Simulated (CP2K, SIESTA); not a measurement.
A SIESTA input for a self-consistent single point of Ga (Cmce, 4 atoms in the cell) (DFT, LDA PW92, numerical atomic orbitals DZP, PseudoDojo LDA standard norm-conserving potentials (rewritten from UPF to PSML)):

```
# files in the folder: Ga.psml (PseudoDojo LDA standard)
SystemName  Ga
SystemLabel ga

NumberOfAtoms                4
NumberOfSpecies              1
%block ChemicalSpeciesLabel
  1 31 Ga
%endblock ChemicalSpeciesLabel
LatticeConstant              1.0 Ang
%block LatticeVectors
     2.192535000   -3.758721000    0.000000000
     2.192535000    3.758721000    0.000000000
     0.000000000    0.000000000    4.507212000
%endblock LatticeVectors
AtomicCoordinatesFormat      Ang
%block AtomicCoordinatesAndAtomicSpecies
     2.192535000   -1.170465719    1.872295865  1
     2.192535000    1.170465719    2.634916135  1
     2.192535000   -2.588255281    4.125901865  1
     2.192535000    2.588255281    0.381310135  1
%endblock AtomicCoordinatesAndAtomicSpecies

XC.functional                LDA
XC.authors                   PW92
PAO.BasisSize                DZP
PAO.EnergyShift              0.01 Ry
MeshCutoff                   400 Ry
%block kgrid.MonkhorstPack
    7   0   0  0.0
    0   7   0  0.0
    0   0   6  0.0
%endblock kgrid.MonkhorstPack
OccupationFunction           MP
OccupationMPOrder            0
ElectronicTemperature        0.272 eV

MaxSCFIterations             150
SCF.Mixer.Method             Pulay
SCF.Mixer.Weight             0.1
SCF.Mixer.History            6
SCF.DM.Tolerance             1.0E-04
Diag.ParallelOverK           true
WriteForces                  true
Charge.Mulliken              end
```

Q: Translate this input to CP2K.

A: One input that does it (others would too):

```
&GLOBAL
  PROJECT scf
  RUN_TYPE ENERGY_FORCE
  PRINT_LEVEL LOW
&END GLOBAL
&FORCE_EVAL
  METHOD Quickstep
  STRESS_TENSOR ANALYTICAL
  &DFT
    BASIS_SET_FILE_NAME BASIS_MOLOPT
    POTENTIAL_FILE_NAME GTH_POTENTIALS
    &QS
      METHOD GPW
      EPS_DEFAULT 1E-10
    &END QS
    &MGRID
      CUTOFF 600
      REL_CUTOFF 60
      NGRIDS 5
    &END MGRID
    &SCF
      SCF_GUESS ATOMIC
      EPS_SCF 1E-7
      MAX_SCF 100
      ADDED_MOS 9
      &DIAGONALIZATION
        ALGORITHM STANDARD
      &END DIAGONALIZATION
      &MIXING
        METHOD BROYDEN_MIXING
        ALPHA 0.3
        NBUFFER 8
        BETA 1
      &END MIXING
      &SMEAR ON
        METHOD GAUSSIAN
        SIGMA [eV] 0.272
      &END SMEAR
    &END SCF
    &KPOINTS
      SCHEME MONKHORST-PACK 7 7 6
      GAMMA_CENTERED T
    &END KPOINTS
    &XC
      &XC_FUNCTIONAL PADE
      &END XC_FUNCTIONAL
    &END XC
    &PRINT
      &MO
        EIGENVALUES T
        OCCUPATION_NUMBERS T
        NDIGITS 8
        FILENAME mo
        &EACH
          QS_SCF 0
        &END EACH
        ADD_LAST NUMERIC
      &END MO
      &MULLIKEN OFF
      &END MULLIKEN
    &END PRINT
  &END DFT
  &SUBSYS
    &CELL
      A 4.35145900 0.00000000 0.00000000
      B -2.14198800 3.78775400 0.00000000
      C 0.00000000 0.00000000 4.50721200
      PERIODIC XYZ
    &END CELL
    &COORD
      Ga       2.11576520     1.30412370     1.87229586
      Ga       0.09370580     2.48363030     2.63491614
      Ga       3.34042930     0.58975330     4.12590186
      Ga      -1.13095830     3.19800070     0.38131014
    &END COORD
    &KIND Ga
      BASIS_SET DZVP-MOLOPT-SR-GTH-q13
      POTENTIAL GTH-PADE-q13
    &END KIND
  &END SUBSYS
  &PRINT
    &FORCES ON
    &END FORCES
    &STRESS_TENSOR ON
    &END STRESS_TENSOR
  &END PRINT
&END FORCE_EVAL
```

Basis settings and potentials, where a program has them, do not carry over. This input uses DFT LDA (Pade form), GPW, DZVP-MOLOPT-SR-GTH basis, GTH-PADE potentials (GTH_POTENTIALS). LDA parametrisations can differ slightly between programs.

The starting cell comes from a database of computed structures (which also holds hypothetical and non-ambient phases and stackings), without a prior relaxation at this level. Its lattice was rescaled by a random factor within 2.5 % of one.
